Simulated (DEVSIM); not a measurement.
Device: GaP/Si p-n heterojunction, at 500 K.

```
layer (left to right)  material  thickness (μm)  Nd (cm⁻³)  Na (cm⁻³)  τn (s)  τp (s)
---------------------  --------  --------------  ---------  ---------  ------  ------
1                           GaP          0.0960          -     1.2e18  2.2e-7  2.2e-7
2                            Si            1.00     1.8e17          -  2.2e-7  2.2e-7
```

Left contact: ohmic. Right contact: ohmic. Voltage is applied to the left contact. Recombination: SRH at mid-gap, radiative, Auger. Mobility is constant in doping.

This is a model device: material constants are rounded textbook-type values typed into the input, and sizes, dopings and lifetimes were drawn at random. Values at 300 K; Nc and Nv go as T^1.5, mobilities as T to minus their exponent, the gap by Varshni's rule with the affinity fixed.

```tsv
parameter	GaP	Si
gap (eV)	2.26	1.124
affinity (eV)	3.8	4.05
permittivity	11.1	11.7
Nc (cm⁻³)	1.8e19	2.86e19
Nv (cm⁻³)	1.9e19	3.1e19
μn (cm²/Vs)	250	1417
μp (cm²/Vs)	150	470
T exponent of μn	1.6	2.3
T exponent of μp	1.98	2.2
B (cm³/s)	1e-13	4.7e-15
Cn (cm⁶/s)	1e-30	2.8e-31
Cp (cm⁶/s)	1e-30	9.9e-32
Varshni α (eV/K)	0.00058	0.000473
Varshni β (K)	372	636
```

Model (solved in DEVSIM): 1D drift-diffusion, Boltzmann statistics, complete ionisation; no tunnelling, impact ionisation, image-force lowering or self-heating. Band offsets follow the typed affinities; no thermionic-emission limit at abrupt steps, no polarisation charge.

Give the dark forward current.


```json
[
 {"V (V)": "0.05", "J (A/cm²)": "0.0093"},
 {"V (V)": "0.10", "J (A/cm²)": "0.033"},
 {"V (V)": "0.15", "J (A/cm²)": "0.083"},
 {"V (V)": "0.20", "J (A/cm²)": "0.18"},
 {"V (V)": "0.25", "J (A/cm²)": "0.35"},
 {"V (V)": "0.35", "J (A/cm²)": "1.2"},
 {"V (V)": "0.40", "J (A/cm²)": "2.0"},
 {"V (V)": "0.45", "J (A/cm²)": "3.5"},
 {"V (V)": "0.50", "J (A/cm²)": "6.1"},
 {"V (V)": "0.55", "J (A/cm²)": "11"},
 {"V (V)": "0.60", "J (A/cm²)": "18"},
 {"V (V)": "0.65", "J (A/cm²)": "31"},
 {"V (V)": "0.70", "J (A/cm²)": "53"},
 {"V (V)": "0.75", "J (A/cm²)": "91"},
 {"V (V)": "0.80", "J (A/cm²)": "150"},
 {"V (V)": "0.90", "J (A/cm²)": "430"},
 {"V (V)": "0.95", "J (A/cm²)": "710"},
 {"V (V)": "1.00", "J (A/cm²)": "1100"},
 {"V (V)": "1.05", "J (A/cm²)": "1800"},
 {"V (V)": "1.10", "J (A/cm²)": "2900"}
]
```
